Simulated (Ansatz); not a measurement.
Start from HfN in the rock salt structure (space group Fm-3m, No. 225; a = 4.502 Å; relaxed with 0.1 eV smearing).

All numbers come from PBEsol (Ansatz, a program for electronic structure; PAW; 420 eV plane waves; scalar-relativistic without spin-orbit coupling).

For the base:

* **Pressure**: 0.0 GPa

Perturbation: an isotropic linear strain of −1.50 %; the atoms relax in the strained cell.

Task: Predict the new energy relative to the base.

Result: The energy grows by 21 meV/atom.

Task: What happens to the pressure?

Result: The pressure goes from zero to 14.2 GPa.

No phonon test of stability was made. All final runs are without spin polarisation. An odd electron count without spin: HfN.
